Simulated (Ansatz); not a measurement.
Take MgZn2 (space group P6_3/mmc, No. 194; a = 5.135 Å, c = 8.338 Å) as the base.

Computed with PBEsol (Ansatz, a program for electronic structure), no spin-orbit coupling.

For the base:

* **c/a ratio**: 1.624
* **Lattice parameter a**: 5.135 Å

The change: a negative pressure, −1 GPa.

Task: Estimate the effect on the c/a ratio.

Result: The c/a ratio stays 1.624.

Task: Estimate the effect on the lattice parameter a.

Result: The lattice parameter a rises by 0.024 Å to 5.159 Å.

Load acts through the strain it causes; cell and atoms are relaxed under it. No phonon test of stability was made.
